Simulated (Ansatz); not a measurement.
Worked calculations on one periodic cell of amorphous La24O36: La24O36, 60 atoms, volume 1073.9 Å³, made by a melt-quench on the CHGNet potential and relaxed with DFT. O atoms were pushed apart under 1.9 Å during the dynamics, to hinder bonds among them. It is a model cell: composition and starting density were chosen by hand, and all elements were melted together. Cycles of charging were run to anneal it. Calculation: PBE, scalar-relativistic without spin-orbit coupling (plane waves to 420 eV, PAW; Ansatz, a quantum-chemistry and plane-wave program). Sampling: a 2×2×2 Γ-centred mesh; Fermi-Dirac width 0.02 eV; no spin polarisation. Its volume was relaxed, its shape was free, and it stands at a mean pressure of -0.3 GPa with stress components up to 0.5 GPa; the relaxation ran on the zone centre alone. Its density went from a set 5.76 to 6.05 g/cm³. The cell is small and was quenched far faster than a real film, so it is one sample of the glass.

Total energies at the same level (extrapolated to zero smearing): the glass cell -170539.540 eV at -0.3 GPa; hexagonal La2O3, relaxed, -14212.0688 eV for 5 atoms.

Problem. How much energy would crystallisation to that phase release at 0 K?

Solution. Per atom: -170539.540/60 − (-14212.0688/5) = -2842.3257 − (-2842.4138) = +0.0881 eV. A formula unit has 5 atoms, so this is 5 × 0.0881 = 0.440 eV, or 43 kJ/mol (1 eV = 96.485 kJ/mol). Read it as an upper bound for a slowly cooled glass; no measured value is set beside it.

Problem. Count formal charges (La +3, O -2). What does the count lead one to expect at the Fermi level, and what does the calculation give?

Solution. 24 × (+3) + 36 × (-2) = 0. The charges balance, so the anion-derived valence states can be full and a gap can open. On this mesh the highest filled and lowest empty level lie 3.28 eV apart, the PBE gap of this cell, with a localised state at one edge or both.

Four energies for an added electron at PBE on the zone centre alone (charged cells in a uniform background, spin-polarised): neutral at the neutral geometry -170539.454 eV; charged at the neutral geometry -170527.672 eV; charged and relaxed -170527.832 eV; neutral at the charged geometry -170538.968 eV.

Problem. Find the two relaxation energies and their sum, the reorganisation energy.

Solution. On charging: -170527.672 − (-170527.832) = 0.160 eV. On discharging: -170538.968 − (-170539.454) = 0.486 eV. The sum is 0.646 eV. The carrier's level spreads over 14 of the 60 atoms' worth, so it counts as partly localised, most on one La atom with neighbours O 2.35 Å, O 2.38 Å, O 2.42 Å, O 2.43 Å, O 2.59 Å, O 2.59 Å (neutral geometry). The values are uncorrected: the image energy of a point charge in this cell, 2.84 × 14.40 / (2 × 10.2) = 2.0 eV before screening, is screened by electrons alone at the fixed geometry and by ions too after relaxing, and the carrier can be spread before it relaxes, so each term can be off by up to that value times 1/ε∞, some tenths of an eV. PBE's self-interaction favours spread-out carriers, so a hybrid can localise more.

Four energies for a hole at PBE on the zone centre alone (charged cells in a uniform background, spin-polarised): neutral at the neutral geometry -170539.454 eV; charged at the neutral geometry -170547.973 eV; charged and relaxed -170548.120 eV; neutral at the charged geometry -170538.519 eV.

Problem. Find the two relaxation energies and their sum, the reorganisation energy.

Solution. On charging: -170547.973 − (-170548.120) = 0.147 eV. On discharging: -170538.519 − (-170539.454) = 0.935 eV. The sum is 1.082 eV. The carrier's level spreads over 3 of the 60 atoms' worth, so it counts as localised, most on one O atom with neighbours La 2.26 Å, La 2.43 Å, La 2.59 Å, La 2.78 Å (neutral geometry). The values are uncorrected: the image energy of a point charge in this cell, 2.84 × 14.40 / (2 × 10.2) = 2.0 eV before screening, is screened by electrons alone at the fixed geometry and by ions too after relaxing, and the carrier can be spread before it relaxes, so each term can be off by up to that value times 1/ε∞, some tenths of an eV. PBE's self-interaction favours spread-out carriers, so a hybrid can localise more.
